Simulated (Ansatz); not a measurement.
Take Ag in the fcc (Cu type) structure (space group Fm-3m, No. 225; a = 4.104 Å; relaxed with 0.1 eV smearing) as the base. Axes: x, y, z lie along the cube axes.

Level of theory: Ansatz (an electronic-structure program) r2SCAN, no spin-orbit coupling.

Strains are applied to the cell and any free atomic positions relax; under biaxial strain the out-of-plane vector relaxes too.

One change was made to it. Results:

The pressure (mean of the normal stresses, compression positive) goes from zero to 1.0 GPa; the energy increases by 1.3 meV/atom; the volume per atom decreases by 0.16 Å³, from 17.28 Å³ to 17.12 Å³.

**Question.** Name the change that was made.
(A) biaxial strain −1.25 %, plane normal [111], relaxed out of plane
(B) biaxial strain −1.67 %, plane normal [111], relaxed out of plane
(C) biaxial strain −0.83 %, plane normal [111], relaxed out of plane
(D) biaxial strain −2.50 %, plane normal [111], relaxed out of plane
(E) biaxial strain −2.08 %, plane normal [111], relaxed out of plane

**Answer.** C, biaxial strain −0.83 %, plane normal [111], relaxed out of plane. For comparison, the energy relative to the base in the other runs: biaxial strain −2.50 %, plane normal [111], relaxed out of plane gives +13 meV/atom; biaxial strain −1.67 %, plane normal [111], relaxed out of plane gives +5.7 meV/atom; biaxial strain −2.08 %, plane normal [111], relaxed out of plane gives +9.1 meV/atom; biaxial strain −1.25 %, plane normal [111], relaxed out of plane gives +3.1 meV/atom.

Whether these cells are dynamically stable was not tested.
